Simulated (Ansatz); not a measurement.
The starting structures come from a database of crystals and need not be the phases stable at ambient conditions.

**Evanescent states of In$_{2}$S$_{3}$ (R-3c, corundum, not sure to be the ambient phase, 10 atoms a cell, 22.3 Å³ an atom) along the normal of (001)**

Computed with PBEsol (plane waves, PAW; Ansatz, an electronic-structure program).

The gap is the functional's own, uncorrected, and κ follows it; spin-orbit coupling is left out. Mid-gap values are interpolated between the computed energies.

Energies count from the valence-band top; κ is the least over a 6×6 mesh across the current.

| E (eV) | κ (1/Å) | where |
|---|---|---|
| 0.03 | 0.059 | Γ |
| 0.07 | 0.057 | Γ |
| 0.12 | 0.053 | Γ |
| 0.17 | 0.048 | Γ |
| 0.23 | 0.041 | Γ |
| 0.28 | 0.032 | Γ |
| 0.33 | 0.015 | Γ |

Task: How thick must the barrier be to attenuate the transmission by 10^6 when the electrodes' Fermi level lies at 0.03 eV, and what attenuation does that film give at 0.17 eV?

Result: d = 6 ln 10 / (2 × 0.059) = 117.1 Å. At 0.17 eV it gives 6 × 0.048/0.059 = 4.9 decades.
